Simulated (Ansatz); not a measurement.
**BaTiO3 under a change: biaxial strain +1.00 %, plane normal [111], relaxed out of plane**

The parent structure is BaTiO$_{3}$ in the cubic perovskite structure (space group Pm-3m, No. 221; a = 3.9699 Å). Axes: x, y, z lie along the cube axes.

Perturbation: tensile biaxial strain of 1.00 % in the plane normal to [111], as in epitaxy on a mismatched substrate; the out-of-plane cell vector and the atoms relax.

Method: Ansatz (an electronic-structure program) PBEsol, without spin-orbit coupling. Settings: 8×8×8 k-points, 0.05 eV Fermi–Dirac smearing.

The volume per atom goes up by 0.183 Å³ (12.51 Å³ → 12.70 Å³) and the space group goes from Pm-3m (No. 221) to R-3m (No. 166). The shortest interatomic distance goes up by 0.010 Å to 1.995 Å and the energy grows by 2.9 meV/atom. The pressure (mean of the normal stresses, compression positive) shrinks by 2.51 GPa to -2.52 GPa and the band gap drops by 0.09 eV to 1.73 eV. The gap character is indirect, T → Γ and the electron mass is 0.68 mₑ out of plane, 0.53 mₑ in plane (at Γ). The out-of-plane strain amounts to -0.54 % and the ratio −ε⊥/ε∥ comes out as 0.54.

Final structure (turned so that z lies along the plane normal):

```
BaTiO3
1.0
    5.67040     0.00000     0.00000
    2.83520     4.91071     0.00000
    2.83520    -1.63690     2.27965
Ba Ti O
1 1 3
Direct
  0.00000   0.00000   0.00000
  0.00000   0.50000   0.50000
  0.50000   0.00000   0.00000
  0.00000   0.50000   0.00000
  0.50000   0.50000   0.00000
```

Masses are band curvatures over ±0.01 Å⁻¹ around the edge. Stability against distortions was not tested. The final runs are not spin-polarised. Many cubic perovskites are stable only at high temperature; tilts and polar distortions were not tested. This is not the structure that BaTiO3 has at room temperature and ambient pressure. Labels are those of the standard path for the cell's own space group.
